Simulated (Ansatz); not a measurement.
## MgH2 in the CdCl2 type structure (space group R-3m, No. 166; a hypothetical phase, not in the database extracts checked)

```
CELL_PARAMETERS angstrom
      1.50434     0.86853     4.19813
     -1.50434     0.86853     4.19813
      0.00000    -1.73706     4.19813
ATOMIC_POSITIONS crystal
  Mg 0.00000 0.00000 0.00000
  H  0.26074 0.26074 0.26074
  H  0.73926 0.73926 0.73926
```

Method: r2SCAN+rVV10, PAW, 500 eV (Ansatz, an electronic-structure program; no spin-orbit coupling). Γ-centred 13×13×13 mesh, Fermi–Dirac width 0.05 eV.

| Item | Value |
|---|---|
| Volume per atom | 10.97 Å³ |
| Density | 1.33 g/cm³ |
| Band gap | 3.88 eV (uncertain: the edges found on the path are not clean extrema) |
| Total energy | -652.799 eV/atom (σ→0; compares only within this code and set-up) |

Stability against distortions was not tested.
